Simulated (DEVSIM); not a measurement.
System: illuminated Si n-on-p cell, one wavelength, at 300 K.

```csv
layer (left to right),material,thickness (μm),Nd (cm⁻³),Na (cm⁻³),τn (s),τp (s),absorption coefficient (cm⁻¹)
1,Si,0.490,6.9e17,-,1.7e-7,1.2e-6,23000
2,Si,31.0,-,6.1e16,9.2e-6,9.2e-6,23000
```

Left contact: ohmic, minority hole recombination velocity 4000 cm/s. Right contact: ohmic, minority electron recombination velocity 5e5 cm/s. Voltage is applied to the left contact. Recombination: SRH at mid-gap, radiative, Auger. Gap narrowing is on: ΔEg = 6.92 meV × (l + √(l² + 0.5)), l = ln(N/1.3e17 cm⁻³), shared equally by both band edges. Light enters at the left, 1.2e18 photons cm⁻² s⁻¹, one pass, no reflection. Mobility is constant in doping.

This is a model device: material constants are rounded textbook-type values typed into the input, and sizes, dopings and lifetimes were drawn at random. Values at 300 K.

| parameter | Si |
|---|---|
| gap (eV) | 1.124 |
| affinity (eV) | 4.05 |
| permittivity | 11.7 |
| Nc (cm⁻³) | 2.86e19 |
| Nv (cm⁻³) | 3.1e19 |
| μn (cm²/Vs) | 1417 |
| μp (cm²/Vs) | 470 |
| B (cm³/s) | 4.7e-15 |
| Cn (cm⁶/s) | 2.8e-31 |
| Cp (cm⁶/s) | 9.9e-32 |

Simulated with DEVSIM: 1D drift-diffusion, Boltzmann statistics, complete ionisation; no tunnelling, impact ionisation, image-force lowering or self-heating.

Question: Tabulate band edges, carrier densities and field at 2.0 V on the left contact, in the dark.

Answer: Energies count from the Fermi level of the right contact; mesh points crowd at the junctions.

```tsv
x (μm)	Ec (eV)	Ev (eV)	n (cm⁻³)	p (cm⁻³)	field (V/cm)
0.000	-1.904	-3.004	6.9e17	< 1e2	≈ 0
0.02698	-1.904	-3.004	6.9e17	< 1e2	≈ 0
0.08524	-1.904	-3.004	6.9e17	< 1e2	≈ 0
0.1983	-1.904	-3.004	6.9e17	< 1e2	≈ 0
0.3864	-1.904	-3.004	6.9e17	< 1e2	≈ 0
0.4519	-1.903	-3.003	6.8e17	< 1e2	1000
0.4856	-1.736	-2.836	1.0e15	< 1e2	170000
0.5225	-0.971	-2.093	170	< 1e2	190000
0.5887	0.077	-1.045	< 1e2	180	130000
0.7322	0.951	-0.171	< 1e2	4.2e16	5600
1.067	0.961	-0.161	< 1e2	6.1e16	≈ 0
2.202	0.961	-0.161	< 1e2	6.1e16	≈ 0
4.231	0.961	-0.161	230	6.1e16	≈ 0
8.634	0.961	-0.161	520	6.1e16	≈ 0
21.19	0.961	-0.161	1300	6.1e16	≈ 0
26.94	0.961	-0.161	1700	6.1e16	≈ 0
29.41	0.961	-0.161	1900	6.1e16	≈ 0
30.58	0.961	-0.161	1900	6.1e16	≈ 0
31.18	0.961	-0.161	2000	6.1e16	≈ 0
31.36	0.961	-0.161	2000	6.1e16	≈ 0
31.45	0.961	-0.161	2000	6.1e16	≈ 0
31.49	0.961	-0.161	2000	6.1e16	≈ 0
```
